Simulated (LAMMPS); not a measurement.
MD of HgTe (zinc blende) at zero pressure, 4096 atoms, as a crystal; each row is its own run.

Computed with classical MD, pair style sw, file CdTeZnSeHgS0.sw (LAMMPS).

| T (K) | enthalpy (eV/atom) |
|---|---|
| 200 | -1.5018 |
| 430 | -1.4396 |
| 570 | -1.4005 |
| 710 | -1.3604 |
| 860 | -1.3157 |
| 1000 | -1.2717 |

Problem. Fit a straight line, y = a + b x, to these rows (x is the first column, y the second) and predict the run at x = 300.

Solution. Least squares gives a = -1.5620 and b = 0.0002871. At x = 300 the fit predicts -1.4759 eV/atom. The run itself gave -1.4750 ± 0.0001 eV/atom, so the fit is 0.9 meV/atom low.

Caution (rows 430; 570; 710; 860; 1000): a run this short can hold a crystal over, or a liquid under, the potential's own melting point, which these runs don't give.
